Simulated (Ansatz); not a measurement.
The reference is ZnCu2SnS4 (space group I-4, No. 82; a = 5.3175 Å, c = 10.6431 Å). Axes: x, y, z lie along a, b, c of the conventional cell.

Computed with Kohn–Sham DFT with the LDA functional, run in Ansatz (a first-principles code) with PAW and 420 eV plane waves, no SOC.

For the base:

| Quantity | Value |
|---|---|
| Shortest interatomic distance | 2.245 Å |
| Pressure | 0.0 GPa |

One thing is altered: tensile biaxial strain of 2.25 % in the plane normal to [001], as in epitaxy on a mismatched substrate; the out-of-plane cell vector and the atoms relax.

Predict the new shortest interatomic distance, energy relative to the base and pressure.

The shortest interatomic distance increases by 0.014 Å (2.245 Å → 2.259 Å); the energy rises by 5.3 meV/atom; the pressure (mean of the normal stresses, compression positive) goes from zero to -1.3 GPa.

Stability against distortions was not tested. The final runs are not spin-polarised. Gaps under 0.05 eV, about the width of the smearing, are given as zero.
